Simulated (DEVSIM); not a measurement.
**illuminated Si n-on-p cell, one wavelength**

Device: illuminated Si n-on-p cell, one wavelength, at 300 K.

| layer (left to right) | material | thickness (μm) | Nd (cm⁻³) | Na (cm⁻³) | τn (s) | τp (s) | absorption coefficient (cm⁻¹) |
|---|---|---|---|---|---|---|---|
| 1 | Si | 0.890 | 8.6e18 | - | 1.3e-5 | 4.8e-6 | 25000 |
| 2 | Si | 91.0 | - | 1.1e16 | 7.6e-5 | 7.6e-5 | 25000 |

Left contact: ohmic, minority hole recombination velocity 5e6 cm/s. Right contact: ohmic, minority electron recombination velocity 20000 cm/s. Voltage is applied to the left contact. Recombination: SRH at mid-gap, radiative, Auger. Light enters at the left, 6.3e16 photons cm⁻² s⁻¹, one pass, no reflection. Mobility is μmin + (μ − μmin)/(1 + (N/Nref)^α).

The device is made up for the run: typed textbook-type constants, with dimensions and the other settings drawn at random. Values at 300 K.

```csv
parameter,Si
gap (eV),1.124
affinity (eV),4.05
permittivity,11.7
Nc (cm⁻³),2.86e19
Nv (cm⁻³),3.1e19
μn (cm²/Vs),1417
μp (cm²/Vs),470
"μn,min",52
"μp,min",45
"Nref,n",9.7e16
"Nref,p",2.2e17
αn,0.68
αp,0.72
B (cm³/s),4.7e-15
Cn (cm⁶/s),2.8e-31
Cp (cm⁶/s),9.9e-32
```

Simulated with DEVSIM: 1D drift-diffusion, Boltzmann statistics, complete ionisation; no tunnelling, impact ionisation, image-force lowering or self-heating.

| Property | Result |
|---|---|
| Potential step across the device at zero bias | 0.888 V |
| Largest field in the device at zero bias | 170000 V/cm |
| Dark forward voltage at 1 A/cm² | 0.676 V |
| Dark forward voltage at 100 A/cm² | 0.845 V |
| Short-circuit current | 4.05 mA/cm² |
| Open-circuit voltage | 0.531 V |
| Fill factor | 0.81 |
| Largest power | 1.74 mW/cm² |
| Share of generated pairs collected at short circuit | 0.401 |

Current under light (generator sign):

| V (V) | J (mA/cm²) |
|---|---|
| 0.00 | 4.05 |
| 0.06 | 4.05 |
| 0.14 | 4.05 |
| 0.22 | 4.05 |
| 0.30 | 4.05 |
| 0.38 | 4.03 |
| 0.40 | 4.02 |
| 0.42 | 3.99 |
| 0.44 | 3.92 |
| 0.46 | 3.78 |
| 0.48 | 3.47 |
| 0.50 | 2.80 |
| 0.52 | 1.36 |
| 0.54 | -1.78 |

Small-signal capacitance in reverse bias (quasi-static):

| V (V) | C (nF/cm²) |
|---|---|
| 0.04 | 33.8 |
| 0.1 | 32.5 |
| 0.2 | 30.8 |
| 0.3 | 29.2 |
| 0.4 | 27.9 |
| 0.6 | 25.8 |
| 0.8 | 24.0 |
| 1 | 22.6 |
| 1.3 | 20.9 |
| 1.6 | 19.5 |
| 2 | 18.1 |
